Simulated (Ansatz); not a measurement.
Worked example: self-consistent single point of Cu3Pd (Pm-3m, 4 atoms in the cell) in Ansatz (a first-principles code)

Level of theory: LDA (PW92), default PAW files made with PBE (plane waves; Ansatz).

This input was run:

Ansatz 0.2 input:
```yaml
crystal:
  lattice:
    - [3.682946, 0.000000, 0.000000]
    - [0.000000, 3.682946, 0.000000]
    - [0.000000, 0.000000, 3.682946]
  atoms:
    - { symbol: Cu, position: [0.000000, 0.500000, 0.500000] }
    - { symbol: Cu, position: [0.500000, 0.000000, 0.500000] }
    - { symbol: Cu, position: [0.500000, 0.500000, 0.000000] }
    - { symbol: Pd, position: [0.000000, 0.000000, 0.000000] }
basis:
  ecutwfc: 420.0
kpoints:
  mp_grid: { grid: [9, 9, 9] }
hamiltonian:
  xc: lda
  pseudopotentials: { kind: paw }
scf:
  occupations: { method: fermi_dirac, width: 0.1 }
output:
  forces: true
  eigenvalues: true
  stress: true
```

Output (repeated stretches shortened):

```
WARN ansatz: RAYON_NUM_THREADS=1 ignored (pool sized by the plan → 1); use --threads N
Pseudopotentials: kind: paw
Pseudopotential: Cu, paw, valence charge 19
Pseudopotential: Pd, paw, valence charge 18
Crystal: 4 atoms, lattice volume = 49.956 Å³
Basis set: ecut = 420 eV, 949 PW (Γ)
Bands: 45, of which v1, the nominal top of the filled ones, is band 38 counted from 1 (37 counted from 0)
Symmetry: 48 space group operations
Space group: Pm-3m (ITA 221), of the structure as read, at distance tolerance 3.7e-5 Å
k-points: 35 of 729
PAW frozen core: Cu, regenerated for the run's functional, and the local potential with it
PAW frozen core: Pd, regenerated for the run's functional, and the local potential with it
Initial density: superposition of atomic densities (neutral atoms: chi_scale 0, normalization atom), corrected by the library's trained network
Initial wavefunctions: pseudopotential atomic-orbital guess
Eigensolver: davidson
Functional: x = slater, c = lda
SCF iter   1: F=—  HF=-26512.074077 eV  |F-HF|=—  |Δ(HF+E_count)|=         —  Δρ=2.02e-2  dr2=1.01e-1  ethr=1.77e-3  ⟨swp⟩=5.7  Hψ=5927  notcnv=0  defer=14
all-band conjugate gradients solve this SCF's bands
preconditioner: auto → Kerker (q_TF=auto, 2.919 Å⁻¹)
SCF iter   2: F=—  HF=-26512.049011 eV  |F-HF|=—  |Δ(HF+E_count)|=   2.51e-2  Δρ=3.86e-3  dr2=7.61e-3  ethr=1.34e-4  ⟨swp⟩=2.0  Hψ=2768  notcnv=0  defer=48
SCF iter   3: F=—  HF=-26512.047547 eV  |F-HF|=—  |Δ(HF+E_count)|=   1.46e-3  Δρ=2.44e-3  dr2=1.90e-3  ethr=1.02e-5  ⟨swp⟩=1.8  Hψ=1640  notcnv=0  defer=48
SCF iter   4: F=—  HF=-26512.047050 eV  |F-HF|=—  |Δ(HF+E_count)|=   4.97e-4  Δρ=2.34e-4  dr2=4.43e-5  ethr=2.54e-6  ⟨swp⟩=1.9  Hψ=1753  notcnv=0  defer=49
SCF iter   5: F=—  HF=-26512.047047 eV  |F-HF|=—  |Δ(HF+E_count)|=   2.74e-6  Δρ=1.39e-4  dr2=1.65e-5  ethr=5.90e-8  ⟨swp⟩=2.1  Hψ=2230  notcnv=0  defer=49
SCF iter   6: F=—  HF=-26512.047043 eV  |F-HF|=—  |Δ(HF+E_count)|=   3.96e-6  Δρ=5.35e-5  dr2=2.35e-6  ethr=2.21e-8  ⟨swp⟩=2.7  Hψ=2649  notcnv=0  defer=49
SCF iter   7: F=—  HF=-26512.047044 eV  |F-HF|=—  |Δ(HF+E_count)|=   2.45e-7  Δρ=1.50e-5  dr2=1.47e-7  ethr=3.14e-9  ⟨swp⟩=2.1  Hψ=2205  notcnv=0  defer=49
SCF iter   8: F=-26512.047044 eV  HF=-26512.047044 eV  |F-HF|=9.64e-9  |Δ(HF+E_count)|=   4.71e-8  Δρ=3.97e-6  dr2=1.32e-8  ethr=1.33e-10  ⟨swp⟩=8.0  Hψ=5839  notcnv=0
SCF 1 converged in 8 iterations: F = -26512.047044 eV  dr2 = 1.32e-8
SCF converged after 8 iterations
Free energy (F): -26512.047044 eV
Harris-Foulkes:  -26512.047044 eV  (|F-HF|=9.64e-9)
Internal energy: -26511.997661 eV  (E = F + TS)
E sigma→0 (E₀):  -26512.022352 eV
Entropy (-TS):   -0.049383 eV (-12.346 meV/atom)
Fermi energy:    17.207595 eV
--- Per-component energies (eV) ---
  E_band       = -1206.579542
  E_kinetic    = 1416.276055
  E_local      = -14001.666314  (includes V_loc(G=0)·N_el)
  E_nonlocal   = 1408.464871
  E_hartree    = 6111.002355
  E_xc         = -435.119123
  E_vxc        = -558.183415  (∫ρ·V_xc dr)
  E_paw        = -8405.480895  (= ΣΔE_a)
  E_vpaw       = -1693.481448  (= ΣTr[D̂ρ^β])
  E_aug_tail   = 0.000947  (compensation charges beyond the density's cutoff)
  E_ewald      = -12607.505271
  E_core_change = 2.029714  (= ΣΔE_core)
  E_smearing   = -0.049383  (= −TS)
  E_closure    = 0.000000  (closes the sum)
  Σ components = -26512.047044   (vs F -26512.047044, Δ=0.00e0)
--- Forces (eV/Å), atoms counted from 1 ---
  atom   1  Cu     0.00000000    -0.00000000     0.00000000
   [... zero for the other atoms too ...]
  max |Σ_I F_I| component: 2.33e-28 eV/Å
--- Stress (GPa, compression-positive) ---
       -9.826135      -0.000000       0.000000
       -0.000000      -9.826135       0.000000
        0.000000      -0.000000      -9.826135
  P = ⅓ Tr σ = -9.8261 GPa (-98.261 kbar)
  The stress holds the Pulay correction. Without it, at fixed plane waves, as pw.x and ABINIT print it: P = -9.9085 GPa
--- Band table (eV; the first three rows and the last of 35) ---
  k-point 0: bands = ["-94.1321", "-94.1211", "-94.1211", "-66.8429", "-51.9863", "-51.9863", "-51.9863", "-51.9288", "-51.9288", "-51.9288", "-51.9188", "-51.9188", "-51.9188", "-32.6351", "-32.6351", "-32.6351", "8.5001", "12.0319", "12.0319", [...]
  k-point 1: bands = ["-94.1318", "-94.1214", "-94.1211", "-66.8429", "-51.9854", "-51.9854", "-51.9847", "-51.9291", "-51.9291", "-51.9289", "-51.9204", "-51.9194", "-51.9194", "-32.6361", "-32.6351", "-32.6351", "8.6510", "12.0922", "12.1043", [...]
  k-point 2: bands = ["-94.1310", "-94.1223", "-94.1211", "-66.8428", "-51.9831", "-51.9831", "-51.9804", "-51.9300", "-51.9300", "-51.9290", "-51.9249", "-51.9208", "-51.9208", "-32.6385", "-32.6352", "-32.6352", "9.0947", "12.2066", "12.3030", [...]
  k-point 34: bands = ["-94.1250", "-94.1247", "-94.1247", "-66.8423", "-52.0170", "-51.9581", "-51.9580", "-51.9580", "-51.9439", "-51.9439", "-51.9088", "-51.9088", "-51.9086", "-32.6408", "-32.6407", "-32.6407", "11.8733", "11.9400", "11.9400", [...]
```

The run converged in 8 iterations.

The starting cell comes from a database of computed structures (which also holds hypothetical and non-ambient phases and stackings), without a prior relaxation at this level. Its lattice was rescaled by up to half a per cent. Spin polarisation is off. With a pressure of about -10 GPa the cell is away from its equilibrium volume at this level. Ansatz's pressure includes its estimate of the finite-basis (Pulay) stress.
